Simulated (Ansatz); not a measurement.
Consider the following.

```
CELL_PARAMETERS angstrom
      0.00000     2.75658     2.72426
      2.75658     0.00000     2.72426
      2.75658     2.75658     0.00000
ATOMIC_POSITIONS crystal
  Mg 0.00000 0.00000 0.00000
  Se 0.50000 0.50000 0.50000
```

Method: r2SCAN with spin-orbit coupling, rigid bands (plane waves, PAW; Ansatz, a program for electronic structure). Condition of this run: biaxial stress xx = yy = -1 GPa (compression positive) (the target of the relaxation). Cell: cell and atoms relaxed with r2SCAN, then loaded as said.

**Question.** What conductivity effective mass do dilute electrons have at 300 K?

**Answer.** 0.28 (x), 0.28 (y), 0.41 (z) mₑ.

**Question.** Predict the hole conductivity mass (n e² τ/σ) at 300 K, by direction if it differs.

**Answer.** 0.97 (x), 0.97 (y), 1.06 (z) mₑ.

**Question.** And the band gap?

**Answer.** 2.27 eV at this level; semilocal functionals usually fall short of the measured gap.

Rigid bands, one relaxation time for all states, no polarons.
